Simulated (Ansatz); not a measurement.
Method: PBE (plane waves to 420 eV, PAW; Ansatz, a first-principles code).

Plane-averaged electrostatic potential energy along the normal, in eV from the Fermi level, for a constructed model of the (111) surface of fcc Pt, a pseudomorphic layer of Pd in the other hollow (bottom of the slab: a bare face, its two planes held):

(z (Å), V (eV)): (3.61, 5.67); (3.89, 5.67); (4.17, 5.67); (4.44, 5.67); (4.72, 5.66); (5.00, 5.66); (5.28, 5.64); (5.56, 5.61); (5.83, 5.54); (6.11, 5.39); (6.39, 5.06); (6.67, 4.32); (6.94, 2.66); (7.22, -1.52); (7.50, -10.31); (7.78, -19.16); (8.06, -23.30); (8.33, -20.67); (8.61, -12.69); (8.89, -3.79); (9.17, 0.08); (9.44, -1.39); (9.72, -8.63); (10.00, -17.73); (10.28, -23.14); (10.56, -22.18); (10.83, -15.34); (11.11, -6.14); (11.39, -0.65); (11.67, -0.82); (11.94, -6.72); (12.22, -15.94); (12.50, -22.46); (12.78, -23.00); (13.06, -17.29); (13.33, -8.15); (13.61, -1.32); (13.89, -0.33); (14.17, -4.78); (14.44, -13.83); (14.72, -21.38); (15.00, -23.47); (15.28, -19.07); (15.56, -10.32); (15.83, -2.36); (16.11, -0.12); (16.39, -3.11); (16.67, -11.56); (16.94, -19.96); (17.22, -23.57); (17.50, -20.62); (17.78, -12.57); (18.06, -3.77); (18.33, -0.05); (18.61, -1.48); (18.89, -8.72); (19.17, -17.78); (19.44, -23.13); (19.72, -22.03); (20.00, -15.03); (20.28, -5.68); (20.56, 0.06); (20.83, 0.60); (21.11, -3.59); (21.39, -10.50); (21.67, -16.31); (21.94, -17.12); (22.22, -12.13); (22.50, -5.08); (22.78, 0.79); (23.06, 3.21); (23.33, 4.25); (23.61, 4.73); (23.89, 4.96); (24.17, 5.06); (24.44, 5.11); (24.72, 5.14); (25.00, 5.15); (25.28, 5.16); (25.56, 5.16); (25.83, 5.16); (26.11, 5.16)

Model: 7-atom slab, 13.8 Å thick at the start, 15x15x1 mesh, Fermi-Dirac 0.1 eV, dipole correction, 2 atoms held, the rest relaxed; start symmetry kept, larger cells not searched; no spin, no spin-orbit, no U. In PBE it lies 0.05 eV a 1x1 cell over the lowest computed structure of the same composition (a pseudomorphic layer of Pd in the host's stacking).

### Question
The surface cell has an area of 6.82 Å². What dipole along the normal does the step between the two vacuum levels imply?

### Answer
the top vacuum level lies 0.51 eV below the bottom one; p = −ε₀ A ΔV (ε₀ = 0.005526 e/(V·Å)) gives 0.02 e·Å a cell.
